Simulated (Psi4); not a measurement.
Psi4 1.11, PBE0/def2-svp: Hf(Cl)3(OH)(NH3) ([NH3]->[Hf]([OH])([Cl])([Cl])[Cl]), 10 atoms. The geometry is a generated start, not checked to be a minimum at this level.

```yaml
task: energy
method: pbe0
basis: def2-svp
memory: 3 GB
maxiter: 100
keys_of_the_molecule_block: symmetry c1
scf_type: df (default)
e_convergence: 1e-06 (default)
d_convergence: 1e-06 (default)
dft_radial_points: 75 (default)
dft_spherical_points: 302 (default)
effective_core_potentials: those of the basis set, past Kr
basis_functions: 134
grid_points: 214681
```

```xyz
10

Hf    -0.8027     0.1854     0.2485
Cl    -1.1377    -1.9310     1.0800
Cl    -2.9297     0.9803     0.4893
Cl     0.2241     1.4278     1.8691
O     -0.5852     0.8215    -1.4810
H     -1.2215     1.4776    -1.7841
N      1.3673    -0.6466    -0.0923
H      1.5555    -1.0040    -1.0324
H      1.4942    -1.4076     0.5798
H      2.0356     0.0968     0.1231
```

Charge 0 and multiplicity 1 are set for this test and not shown to be the ground state.

With the defaults (diis = true, scf_initial_accelerator = adiis, damping_percentage = 0, soscf = false, soscf_start_convergence = 0.01, guess = auto, which took SAD, level_shift = 0, level_shift_cutoff = 0.01, diis_max_vecs = 10) it converges in 9 SCF iterations. One run each on 2 threads, with these changes:
- guess = core
- guess = sap
- diis = false, scf_initial_accelerator = none, damping_percentage = 60
- scf_initial_accelerator = none
- guess = gwh
- level_shift = 0.1, level_shift_cutoff = 0.001
- soscf = true, soscf_start_convergence = 0.001
- diis_max_vecs = 3
- damping_percentage = 20

**Question.** Which runs fail or end elsewhere than the default run?

**Answer.** No convergence: diis = false, scf_initial_accelerator = none, damping_percentage = 60 (the run ends without SCF convergence in 100 iterations). The rest reach the solution of the defaults.

```csv
setting,SCF iterations,JK calls,end
"soscf = true, soscf_start_convergence = 0.001",7,18,same solution
the defaults,9,10,same solution
scf_initial_accelerator = none,9,10,same solution
"level_shift = 0.1, level_shift_cutoff = 0.001",9,10,same solution
diis_max_vecs = 3,11,12,same solution
guess = sap,13,13,same solution
guess = core,13,13,same solution
guess = gwh,15,15,same solution
damping_percentage = 20,19,20,same solution
"diis = false, scf_initial_accelerator = none, damping_percentage = 60",100,101,no convergence
```

An SOSCF iteration holds several JK calls; a Hückel guess adds calls on atoms.
